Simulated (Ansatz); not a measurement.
Reference: Ru (P6_3/mmc), PBEsol, rigid bands (plane waves, PAW, scalar-relativistic; Ansatz, a first-principles code); geometry: cell and atoms relaxed with PBEsol.

```
CELL_PARAMETERS angstrom
      2.68815     0.00000     0.00000
     -1.34408     2.32801     0.00000
      0.00000     0.00000     4.25561
ATOMIC_POSITIONS crystal
  Ru 0.33333 0.66667 0.25000
  Ru 0.66667 0.33333 0.75000
```

| Quantity | Value |
|---|---|
| density of states at the Fermi level per atom | 0.78 states/eV |
| Drude plasma energy | 8.9 eV |
| root-mean-square Fermi velocity | 7.2 ×10⁵ m/s |

Problem. Replace Ru by Hf on the same sites and relax. What happens?

Solution. Hf (P6_3/mmc): volume per atom 13.3 to 21.6 Å³; density of states at the Fermi level per atom stays about the same (0.78 states/eV to 0.69 states/eV); Drude plasma energy falls (8.9 eV to 4.2 eV); root-mean-square Fermi velocity falls (7.2 ×10⁵ m/s to 4.6 ×10⁵ m/s).

Problem. Replace Ru by Zr on the same sites and relax. What happens?

Solution. Zr (P6_3/mmc): volume per atom 13.3 to 22.5 Å³; density of states at the Fermi level per atom rises (0.78 states/eV to 1.00 states/eV); Drude plasma energy falls (8.9 eV to 4.2 eV); root-mean-square Fermi velocity falls (7.2 ×10⁵ m/s to 3.9 ×10⁵ m/s).

Problem. Swap Ru for Ti, keeping the structure type. How do these values move?

Solution. Ti (P6_3/mmc): volume per atom 13.3 to 16.7 Å³; density of states at the Fermi level per atom stays about the same (0.78 states/eV to 0.91 states/eV); Drude plasma energy falls (8.9 eV to 3.9 eV); root-mean-square Fermi velocity falls (7.2 ×10⁵ m/s to 3.3 ×10⁵ m/s).

Moves up to 19 % count as about the same. Metals at this level; values at 300 K, both spins, means over directions. As a rough test of the mesh, the Fermi surface's area from every second k point differs by up to 13 %. Spin-orbit coupling is left out.

The missing spin-orbit coupling matters most for Hf (P6_3/mmc).
